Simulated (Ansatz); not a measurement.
## CrI3: pressure series

Take CrI3 in the BiI3 type structure (space group R-3, No. 148; a = 6.8178 Å, c = 19.4757 Å (hexagonal axes); ferromagnetic; layered, stacked along the Cartesian z axis) as the base.

Cell and atoms are relaxed at each pressure.

Levels (all Ansatz, a quantum-chemistry and plane-wave program, PAW, earlier PAW set): PBE-D3(BJ) (420 eV, no spin-orbit coupling); PBEsol-D3(BJ) (420 eV, scalar-relativistic without spin-orbit coupling).

The base cell above is that of PBE-D3(BJ); each level relaxes its own structures.

```
case              band gap, PBE-D3(BJ)  band gap, PBEsol-D3(BJ)
----------------  --------------------  -----------------------
pressure 0.3 GPa               1.07 eV                        ?
pressure 0.7 GPa               1.05 eV                        ?
pressure 1.5 GPa               1.00 eV                  0.81 eV
```

What belongs in the blanks?


- pressure 0.3 GPa, band gap, PBEsol-D3(BJ): 0.93 eV
- pressure 0.7 GPa, band gap, PBEsol-D3(BJ): 0.88 eV

PBE-D3(BJ) lies above PBEsol-D3(BJ) in every row, by 0.14 eV to 0.19 eV. They put the cases in the same order.

The magnetic state is the one reached from the starting moments; the real material's order can differ, and small cells can't hold many antiferromagnetic ones. Spin-orbit coupling, missing from the scalar runs, can matter with I. Load acts through the strain it causes; cell and atoms are relaxed under it. No phonon test of stability was made.
